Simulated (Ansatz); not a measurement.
MgSnO₃ (R-3, No. 148, 10 atoms in the cell; start mp-1176491), treated with PBE0 in Ansatz (PAW).

Run with plane-wave cutoff 460 eV, 6×6×6 k mesh, Fermi–Dirac smearing 0.01 eV, scalar-relativistic PAW data made under PBE.

Cell (relaxed with PBEsol):

```cif
data_Mg6O18Sn6
_chemical_formula_sum 'Mg6 Sn6 O18'
_space_group_name_H-M_alt 'R-3 :H'
_space_group_IT_number 148
_space_group_name_Hall '-R 3'
_cell_length_a 5.27856
_cell_length_b 5.27856
_cell_length_c 14.10684
_cell_angle_alpha 90.000
_cell_angle_beta 90.000
_cell_angle_gamma 120.000
loop_
_atom_site_label
_atom_site_type_symbol
_atom_site_symmetry_multiplicity
_atom_site_Wyckoff_symbol
_atom_site_fract_x
_atom_site_fract_y
_atom_site_fract_z
_atom_site_occupancy
Mg1 Mg 6 c 0.00000 0.00000 0.35685 1
Sn1 Sn 6 c 0.00000 0.00000 0.14732 1
O1 O 18 f 0.30232 0.00541 0.24907 1
```
(The calculation used a cell of 10 atoms; values per cell refer to that cell.)

**Question.** Estimate the band gap and smallest direct gap on the k points sampled that the calculation returns.

**Answer.** 
- band gap = 5.15 eV (on the SCF k mesh)
- smallest direct gap on the k points sampled = 5.36 eV

Note: cell and atoms aren't relaxed at this level (pressure -2.5 GPa).

Spin–orbit coupling is not included.

Computed values are for the static lattice.

A start named mp-… is a Materials Project structure, which need not be a measured phase.

Ansatz is a quantum-chemistry and plane-wave program.
